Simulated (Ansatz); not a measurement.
Ansatz (an electronic-structure program) run on the (110) slab of SrAl2 (cut from a parent of space group no. 74; 12 atoms in the cell): self-consistent single point.

Computed with PBEsol, default PAW files made with PBE (plane waves; Ansatz).

The change in words: vacuum of 4 angstrom (first run: 14 Å). Reference geometry:
```
CELL_PARAMETERS angstrom
      6.05984     0.00000     0.00000
     -7.01472     5.98414     0.00000
      0.00000     0.00000    21.61880
ATOMIC_POSITIONS crystal
  Al 0.32126 0.03772 0.41838
  Al 0.67874 0.61628 0.39245
  Al 0.32126 0.30294 0.48703
  Al 0.67874 0.35106 0.32379
  Al 0.32126 0.76852 0.60755
  Al 0.67874 0.34708 0.58162
  Al 0.32126 0.03374 0.67621
  Al 0.67874 0.08186 0.51297
  Sr 0.89934 0.09397 0.35812
  Sr 0.10066 0.56003 0.45271
  Sr 0.89934 0.82477 0.54729
  Sr 0.10066 0.29083 0.64188
```

Reference input (self-consistent single point, DFT, PBEsol, plane waves, default PAW files made with PBE): basis.ecutwfc = 420 eV; kpoints.mp_grid.grid = 5 3 1; hamiltonian.xc = pbesol; hamiltonian.pseudopotentials = {kind: paw} (the program's default PAW files); scf.occupations.method = gaussian; scf.occupations.width = 0.1 eV. This run's input differs from it in these lines:

Ansatz 0.2 input:
```diff
@@ -5,16 +5,16 @@
     - [-7.014722, 5.984138, 0.000000]
-    - [0.000000, 0.000000, 21.618804]
+    - [0.000000, 0.000000, 11.618812]
   atoms:
-    - { symbol: Al, position: [0.321260, 0.037719, 0.418381] }
-    - { symbol: Al, position: [0.678740, 0.616281, 0.392450] }
-    - { symbol: Al, position: [0.321260, 0.302941, 0.487035] }
-    - { symbol: Al, position: [0.678740, 0.351059, 0.323792] }
-    - { symbol: Al, position: [0.321260, 0.768519, 0.607550] }
-    - { symbol: Al, position: [0.678740, 0.347081, 0.581619] }
-    - { symbol: Al, position: [0.321260, 0.033741, 0.676208] }
-    - { symbol: Al, position: [0.678740, 0.081859, 0.512965] }
-    - { symbol: Sr, position: [0.899340, 0.093970, 0.358119] }
-    - { symbol: Sr, position: [0.100660, 0.560030, 0.452708] }
-    - { symbol: Sr, position: [0.899340, 0.824770, 0.547292] }
-    - { symbol: Sr, position: [0.100660, 0.290830, 0.641877] }
+    - { symbol: Al, position: [0.321260, 0.037719, 0.348134] }
+    - { symbol: Al, position: [0.678740, 0.616281, 0.299885] }
+    - { symbol: Al, position: [0.321260, 0.302941, 0.475876] }
+    - { symbol: Al, position: [0.678740, 0.351059, 0.172135] }
+    - { symbol: Al, position: [0.321260, 0.768519, 0.700115] }
+    - { symbol: Al, position: [0.678740, 0.347081, 0.651866] }
+    - { symbol: Al, position: [0.321260, 0.033741, 0.827865] }
+    - { symbol: Al, position: [0.678740, 0.081859, 0.524124] }
+    - { symbol: Sr, position: [0.899340, 0.093970, 0.236006] }
+    - { symbol: Sr, position: [0.100660, 0.560030, 0.412005] }
+    - { symbol: Sr, position: [0.899340, 0.824770, 0.587995] }
+    - { symbol: Sr, position: [0.100660, 0.290830, 0.763987] }
 basis:
```

Log, with long lists cut:

```
SCF iter   1: F=—  HF=-18163.653548 eV  |F-HF|=—  |Δ(HF+E_count)|=         —  Δρ=3.05e-3  dr2=1.16e-1  ethr=1.77e-3  ⟨swp⟩=11.5  Hψ=2243  notcnv=0
all-band conjugate gradients solve this SCF's bands
preconditioner: auto → LDOS
SCF iter   2: F=—  HF=-18163.638764 eV  |F-HF|=—  |Δ(HF+E_count)|=   1.48e-2  Δρ=1.47e-3  dr2=6.07e-2  ethr=1.81e-4  ⟨swp⟩=2.2  Hψ=553  notcnv=0  defer=16
   [... lines left out ...]
SCF iter   4: F=—  HF=-18163.631014 eV  |F-HF|=—  |Δ(HF+E_count)|=   3.71e-4  Δρ=1.63e-4  dr2=2.95e-4  ethr=4.84e-6  ⟨swp⟩=2.0  Hψ=542  notcnv=0  defer=16
SCF iter   5: F=—  HF=-18163.630980 eV  |F-HF|=—  |Δ(HF+E_count)|=   3.43e-5  Δρ=4.06e-5  dr2=1.25e-5  ethr=4.61e-7  ⟨swp⟩=2.8  Hψ=558  notcnv=0  defer=16
SCF iter   6: F=—  HF=-18163.630819 eV  |F-HF|=—  |Δ(HF+E_count)|=   1.61e-4  Δρ=1.14e-5  dr2=9.40e-7  ethr=1.95e-8  ⟨swp⟩=2.0  Hψ=525  notcnv=0  defer=8
SCF iter   7: F=-18163.630819 eV  HF=-18163.630819 eV  |F-HF|=1.41e-8  |Δ(HF+E_count)|=   1.47e-7  Δρ=3.24e-6  dr2=8.61e-8  ethr=1.56e-10  ⟨swp⟩=15.2  Hψ=2125  notcnv=0
SCF 1 converged in 7 iterations: F = -18163.630819 eV  dr2 = 8.61e-8
Free energy (F): -18163.630819 eV
Internal energy: -18163.609823 eV  (E = F + TS)
E sigma→0 (E₀):  -18163.620321 eV
Entropy (-TS):   -0.020997 eV (-1.750 meV/atom)
Fermi energy:    3.924158 eV
--- Forces (eV/Å), atoms counted from 1 ---
  atom   1  Al     0.09330492     0.07850602     0.07411592
  atom   2  Al     0.22250119    -0.05427693    -0.29677010
  atom   3  Al     0.27262108     0.08097868     0.06331451
  atom   4  Al    -0.25256283    -0.12806338    -0.01477572
  atom   5  Al    -0.22250119     0.05427693     0.29677010
  atom   6  Al    -0.09330492    -0.07850602    -0.07411592
  atom   7  Al     0.25256283     0.12806338     0.01477572
  atom   8  Al    -0.27262108    -0.08097868    -0.06331451
   [... lines left out ...]
  atom  12  Sr     0.16792086     0.07126294     0.54001432
--- Stress (GPa, compression-positive) ---
       -2.070667       0.154355       0.662766
        0.154355      -1.758681      -0.602527
        0.662766      -0.602527      -0.792726
  P = ⅓ Tr σ = -1.5407 GPa (-15.407 kbar)
  The stress holds the Pulay correction. Without it, at fixed plane waves, as pw.x and ABINIT print it: P = -1.5583 GPa
```

The run converged in 7 iterations. Against the reference run the free energy falls by 49.3 meV/atom and the largest force goes from 0.515 to 0.570 eV/Å.

The starting cell comes from a database of computed structures (which also holds hypothetical and non-ambient phases and stackings), without a prior relaxation at this level. The slab is cut from that crystal, and its faces are unrelaxed. Its lattice was rescaled by up to half a per cent.
